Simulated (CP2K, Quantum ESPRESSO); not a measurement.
A CP2K input for a self-consistent single point of ZnO (P6_3mc, 4 atoms in the cell) (DFT PBEsol, GPW, DZVP-MOLOPT-SR-GTH basis, GTH-PBE potentials (GTH_POTENTIALS)):

```
&GLOBAL
  PROJECT bulk
  RUN_TYPE ENERGY_FORCE
  PRINT_LEVEL LOW
&END GLOBAL
&FORCE_EVAL
  METHOD Quickstep
  STRESS_TENSOR ANALYTICAL
  &DFT
    BASIS_SET_FILE_NAME BASIS_MOLOPT
    POTENTIAL_FILE_NAME GTH_POTENTIALS
    &QS
      METHOD GPW
      EPS_DEFAULT 1E-10
    &END QS
    &MGRID
      CUTOFF 600
      REL_CUTOFF 50
      NGRIDS 5
    &END MGRID
    &SCF
      SCF_GUESS ATOMIC
      EPS_SCF 1E-6
      MAX_SCF 100
      ADDED_MOS 7
      &DIAGONALIZATION
        ALGORITHM STANDARD
      &END DIAGONALIZATION
      &MIXING
        METHOD BROYDEN_MIXING
        ALPHA 0.3
        NBUFFER 8
        BETA 1.5
      &END MIXING
      &SMEAR ON
        METHOD FERMI_DIRAC
        ELECTRONIC_TEMPERATURE [K] 232.09
      &END SMEAR
    &END SCF
    &KPOINTS
      SCHEME MONKHORST-PACK 8 8 5
      GAMMA_CENTERED T
    &END KPOINTS
    &XC
      &XC_FUNCTIONAL
        &PBE
          PARAMETRIZATION PBESOL
        &END PBE
      &END XC_FUNCTIONAL
    &END XC
    &PRINT
      &MO
        EIGENVALUES T
        OCCUPATION_NUMBERS T
        NDIGITS 8
        FILENAME mo
        &EACH
          QS_SCF 0
        &END EACH
        ADD_LAST NUMERIC
      &END MO
      &MULLIKEN OFF
      &END MULLIKEN
    &END PRINT
  &END DFT
  &SUBSYS
    &CELL
      ABC 3.23735000 3.23734970 5.22206000
      ALPHA_BETA_GAMMA 90.00000000 90.00000000 120.00000302
      PERIODIC XYZ
    &END CELL
    &COORD
      SCALED
      Zn       0.66666700     0.33333300     0.50059000
      Zn       0.33333300     0.66666700     0.00059000
      O        0.66666700     0.33333300     0.87972000
      O        0.33333300     0.66666700     0.37972000
    &END COORD
    &KIND Zn
      BASIS_SET DZVP-MOLOPT-SR-GTH
      POTENTIAL GTH-PBE-q12
    &END KIND
    &KIND O
      BASIS_SET DZVP-MOLOPT-SR-GTH
      POTENTIAL GTH-PBE-q6
    &END KIND
  &END SUBSYS
  &PRINT
    &FORCES ON
    &END FORCES
    &STRESS_TENSOR ON
    &END STRESS_TENSOR
  &END PRINT
&END FORCE_EVAL
```

Question: Translate this input to Quantum ESPRESSO.

Answer: One input that does it (others would too):

```fortran
&control
  calculation = 'scf',
  prefix = 'scf',
  outdir = './out',
  pseudo_dir = './',
  tprnfor = .true.,
  tstress = .true.,
/
&system
  ibrav = 0,
  nat = 4,
  ntyp = 2,
  ecutwfc = 50,
  ecutrho = 250,
  occupations = 'smearing',
  smearing = 'fermi-dirac',
  degauss = 0.00147,
/
&electrons
  conv_thr = 1e-10,
  mixing_beta = 0.7,
/
ATOMIC_SPECIES
Zn    65.3800  zn_pbesol_v1.uspp.F.UPF
O     15.9990  o_pbesol_v1.2.uspp.F.UPF
ATOMIC_POSITIONS crystal
Zn    0.66666667    0.33333333    0.50059000
Zn    0.33333333    0.66666667    0.00059000
O     0.66666667    0.33333333    0.87972000
O     0.33333333    0.66666667    0.37972000
K_POINTS automatic
8 8 5  0 0 0
CELL_PARAMETERS angstrom
   3.23734980     0.00000000     0.00000000
  -1.61867490     2.80362717     0.00000000
   0.00000000     0.00000000     5.22206000
```

Basis, cutoffs, solver keys and any potentials are the target program's own. This input uses DFT, PBEsol, plane waves, GBRV 1.5 ultrasoft (PBESOL) pseudopotentials.

The starting cell comes from a database of computed structures (which also holds hypothetical and non-ambient phases and stackings), without a prior relaxation at this level.
